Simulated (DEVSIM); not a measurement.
Structure: abrupt InP n-p junction, at 300 K.

Layer 1 from the left is InP, thickness (μm) 21.0, Nd (cm⁻³) 2.5e16, τn (s) 2.2e-8, τp (s) 2.2e-8. Layer 2 from the left is InP, thickness (μm) 31.0, Na (cm⁻³) 4e17, τn (s) 2.2e-8, τp (s) 2.2e-8.

Left contact: ohmic. Right contact: ohmic. Voltage is applied to the left contact. Recombination: SRH at mid-gap, radiative. Mobility is μmin + (μ − μmin)/(1 + (N/Nref)^α).

Constants are typed, rounded textbook-type inputs, not results; the design itself was drawn at random and stands for no fabricated device. Values at 300 K.

InP: gap (eV) 1.344, affinity (eV) 4.38, permittivity 12.5, Nc (cm⁻³) 5.7e17, Nv (cm⁻³) 1.1e19, μn (cm²/Vs) 5200, μp (cm²/Vs) 170, μn,min 400, μp,min 10, Nref,n 3e17, Nref,p 4.9e17, αn 0.47, αp 0.62, B (cm³/s) 1.2e-10.

Simulated with DEVSIM: 1D drift-diffusion, Boltzmann statistics, complete ionisation; no tunnelling, impact ionisation, image-force lowering or self-heating.

Q: What does the simulation give for the dark forward voltage at 1 A/cm², the potential step across the device at zero bias?

A: dark forward voltage at 1 A/cm² 0.994 V; potential step across the device at zero bias 1.177 V.
